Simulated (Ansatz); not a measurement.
Consider NbSi₂ (space group P6_222, No. 180; a = 4.767 Å, c = 6.576 Å).

Level of theory: PBEsol (Ansatz, a first-principles code, PAW, without spin-orbit coupling).

For the base:

| Quantity | Result |
|---|---|
| Pressure | 0.0 GPa |

Perturbation: the cell is scaled by 1.0452 in all directions, atoms relaxed at fixed cell.

**Question.** What does the calculation give for the pressure after the change?

**Answer.** The pressure (mean of the normal stresses, compression positive) goes from zero to -18.7 GPa.

**Question.** How does this affect the energy relative to the base?

**Answer.** The energy grows by 134 meV/atom.

The cells carry an imposed strain or load. Stability against distortions was not tested. All final runs are without spin polarisation. An odd electron count without spin: NbSi2.
